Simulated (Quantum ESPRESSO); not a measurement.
A self-consistent single point of YMg14Al (Amm2, 16 atoms in the cell) with Quantum ESPRESSO.

Method: BLYP, SSSP 1.1.2 efficiency (PBE) pseudopotentials (plane waves; Quantum ESPRESSO 7.5).

```xyz
16
Lattice="10.2549 0.0000 0.0000 0.0000 3.1390 5.5719 0.0000 -3.1390 5.5719" Properties=species:S:1:pos:R:3 pbc="T T T"
Y      5.1274     0.0000     7.4625
Mg     0.0000     0.0000     1.8697
Mg     0.0000     0.0000     7.4305
Mg     5.1274    -1.6006     4.6774
Mg     5.1274     1.6006     4.6774
Mg     0.0000    -1.5596     4.6444
Mg     0.0000     1.5596     4.6444
Mg     2.5440    -1.5863     6.4950
Mg     7.7109     1.5863     6.4950
Mg     7.7109    -1.5863     6.4950
Mg     2.5440     1.5863     6.4950
Mg     2.6363     0.0000     3.6931
Mg     7.6186     0.0000     3.6931
Mg     2.5074     0.0000     9.2974
Mg     7.7475     0.0000     9.2974
Al     5.1274     0.0000     1.7838
```

Reference input (self-consistent single point, DFT, PBEsol, plane waves, SSSP 1.1.2 efficiency (PBE) pseudopotentials): ecutwfc = 40 Ry; ecutrho = 320 Ry; occupations = smearing; smearing = marzari-vanderbilt; degauss = 0.0036749 Ry; input_dft = pbesol; K_POINTS = automatic 3 6 6 0 0 0; conv_thr = 1e-11 Ry; mixing_beta = 0.7. This run's input differs from it in these lines:

```diff
@@ -17,3 +17,3 @@
    degauss = 0.0036749
-   input_dft = 'pbesol'
+   input_dft = 'blyp'
 /
```

The program printed (abridged):

```
     Self-consistent Calculation

     iteration #  1     ecut=    40.00 Ry     beta= 0.70

     negative rho (up, down):  4.073E-02 0.000E+00

     total energy              =    -599.96065867 Ry
     estimated scf accuracy    <       1.06601330 Ry

     iteration #  2     ecut=    40.00 Ry     beta= 0.70

     negative rho (up, down):  4.077E-02 0.000E+00

     total energy              =    -598.63857293 Ry
     estimated scf accuracy    <      27.10764593 Ry

     iteration #  3     ecut=    40.00 Ry     beta= 0.70

     negative rho (up, down):  4.127E-02 0.000E+00

     total energy              =    -600.68566444 Ry
     estimated scf accuracy    <       0.72801843 Ry

   [... 14 blocks of this kind left out ...]

     iteration # 18     ecut=    40.00 Ry     beta= 0.70

     negative rho (up, down):  4.238E-02 0.000E+00

     total energy              =    -600.77212521 Ry
     estimated scf accuracy    <          1.0E-11 Ry

     iteration # 19     ecut=    40.00 Ry     beta= 0.70

     negative rho (up, down):  4.238E-02 0.000E+00
     End of self-consistent calculation

     the Fermi energy is     4.9251 ev

!    total energy              =    -600.77212521 Ry
     estimated scf accuracy    <          6.2E-13 Ry
     smearing contrib. (-TS)   =       0.00020787 Ry
     internal energy E=F+TS    =    -600.77233309 Ry

     convergence has been achieved in  19 iterations

     negative rho (up, down):  4.238E-02 0.000E+00

     Forces acting on atoms (cartesian axes, Ry/au):

     atom    1 type  1   force =     0.00000000    0.00000000    0.00133887
     atom    2 type  2   force =     0.00000000    0.00000000    0.00135954
     atom    3 type  2   force =     0.00000000    0.00000000   -0.00057169
     atom    4 type  2   force =     0.00000000   -0.00120678    0.00154869
     atom    5 type  2   force =     0.00000000    0.00120678    0.00154869
   [... lines left out ...]
     Total force =     0.007209     Total SCF correction =     0.000000
   [... lines left out ...]

     negative rho (up, down):  4.238E-02 0.000E+00
          total   stress  (Ry/bohr**3)                   (kbar)     P=       21.18
   0.00011029   0.00000000   0.00000000           16.22        0.00        0.00
   0.00000000   0.00016024   0.00000000            0.00       23.57        0.00
   0.00000000   0.00000000   0.00016151            0.00        0.00       23.76

   JOB DONE.
```

The run converged in 19 iterations. Against the reference run the pressure goes from 0.33 to 2.12 GPa and the largest force goes from 0.135 to 0.081 eV/Å.

The starting cell comes from a database of computed structures (which also holds hypothetical and non-ambient phases and stackings), without a prior relaxation at this level. Its lattice was rescaled by a random factor within 2.5 % of one.

Cost on one core of a shared machine: roughly 8 min.
